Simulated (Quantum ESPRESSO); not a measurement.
Worked example: self-consistent single point of Li2SiSnS4 (I-42m, 8 atoms in the cell) in Quantum ESPRESSO.

Method of the run: PBEsol, GBRV 1.5 ultrasoft (PBESOL) pseudopotentials (plane waves; Quantum ESPRESSO 7.5).

```
Li2SiSnS4
1.0
   -3.23523     3.23523     3.86442
    3.23523    -3.23523     3.86442
    3.23523     3.23523    -3.86442
Li Si Sn S
2 1 1 4
Direct
  0.25000   0.75000   0.50000
  0.75000   0.25000   0.50000
  0.50000   0.50000   0.00000
  0.00000   0.00000   0.00000
  0.46631   0.46631   0.61602
  0.53369   0.14971   0.00000
  0.85029   0.85029   0.38398
  0.14971   0.53369   0.00000
```

Reference input (self-consistent single point, DFT, PBEsol, plane waves, GBRV 1.5 ultrasoft (PBESOL) pseudopotentials): ecutwfc = 40 Ry; ecutrho = 200 Ry; occupations = fixed; K_POINTS = automatic 7 7 7 1 1 1; nbnd = 28; conv_thr = 1e-10 Ry; mixing_beta = 0.3. This run's input differs from it in these lines:

```diff
@@ -18,3 +18,3 @@
 &electrons
-    conv_thr = 1e-10
+    conv_thr = 7.3e-06
     mixing_beta = 0.3
```

Output (repeated stretches shortened):

```
     Self-consistent Calculation

     iteration #  1     ecut=    40.00 Ry     beta= 0.30

     total energy              =    -293.72919429 Ry
     estimated scf accuracy    <       0.66179710 Ry

     iteration #  2     ecut=    40.00 Ry     beta= 0.30

     total energy              =    -293.74399398 Ry
     estimated scf accuracy    <       0.13923150 Ry

     iteration #  3     ecut=    40.00 Ry     beta= 0.30

     total energy              =    -293.78553413 Ry
     estimated scf accuracy    <       0.01746238 Ry

   [... 3 blocks of this kind left out ...]

     iteration #  7     ecut=    40.00 Ry     beta= 0.30

     total energy              =    -293.78764649 Ry
     estimated scf accuracy    <       0.00001202 Ry

     iteration #  8     ecut=    40.00 Ry     beta= 0.30
     End of self-consistent calculation

     highest occupied, lowest unoccupied level (ev):     4.8758    6.6948

!    total energy              =    -293.78766741 Ry
     estimated scf accuracy    <       0.00000457 Ry

     convergence has been achieved in   8 iterations

     Forces acting on atoms (cartesian axes, Ry/au):

     atom    1 type  1   force =    -0.00000000   -0.00000000    0.00000000
     atom    2 type  1   force =     0.00000000    0.00000000    0.00000000
     atom    3 type  2   force =     0.00000000    0.00000000   -0.00000000
     atom    4 type  3   force =    -0.00000000   -0.00000000    0.00000000
     atom    5 type  4   force =     0.00014808    0.00014808    0.00207824
     atom    6 type  4   force =     0.00014808   -0.00014808   -0.00207824
   [... lines left out ...]
     Total force =     0.004178     Total SCF correction =     0.004014
   [... lines left out ...]
     SCF correction compared to forces is large: reduce conv_thr to get better values

          total   stress  (Ry/bohr**3)                   (kbar)     P=      -15.61
  -0.00010170  -0.00000000  -0.00000000          -14.96       -0.00       -0.00
  -0.00000000  -0.00010170  -0.00000000           -0.00      -14.96       -0.00
  -0.00000000  -0.00000000  -0.00011499           -0.00       -0.00      -16.92

   JOB DONE.
```

The run converged in 8 iterations. Against the reference run the free energy hardly moves (within 1 meV/atom), the pressure goes from -2.06 to -1.56 GPa, the largest force hardly changes (0.052 to 0.054 eV/Å) and the gap on the mesh hardly changes (1.821 to 1.819 eV). The full log also holds: “SCF correction compared to forces is large: reduce conv_thr to get better values”.

The starting cell comes from a database of computed structures (which also holds hypothetical and non-ambient phases and stackings), without a prior relaxation at this level. The shifted mesh does not hold Γ, so a gap read on it misses any band edge there.

Cost on one core of a shared machine: roughly 2 min.
